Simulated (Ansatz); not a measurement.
Take CaSnSe3 in the cubic perovskite structure (space group Pm-3m, No. 221; a = 5.289 Å; a hypothetical phase, not in the database extracts checked) as the base.

(Cell as relaxed with PBE.)

Levels (all Ansatz, an electronic-structure program, PAW): PBE (420 eV, without spin-orbit coupling); PBEsol (420 eV, without spin-orbit coupling).

Each level relaxes its own structure.

```csv
base,PBE,PBEsol
volume per atom,29.59 Å³,28.31 Å³
lattice parameter a,5.289 Å,5.212 Å
band gap,zero,zero
```

Perturbation: cell and atoms relaxed at a pressure of 3 GPa.

```json
[
 {"quantity": "band gap", "PBE": "zero", "PBEsol": "?"},
 {"quantity": "shortest interatomic distance", "PBE": "2.594 Å", "PBEsol": "?"}
]
```

What does PBEsol give?


- band gap, PBEsol: zero
- shortest interatomic distance, PBEsol: 2.561 Å

PBE's shortest interatomic distance lies 0.033 Å above PBEsol's (1.3 %); the two agree on the band gap. Neither level is exact; PBEsol is the comparison here, not a measurement.

Load acts through the strain it causes; cell and atoms are relaxed under it. No phonon test of stability was made. The final runs are not spin-polarised. Many cubic perovskites are stable only at high temperature; tilts and polar distortions were not tested.
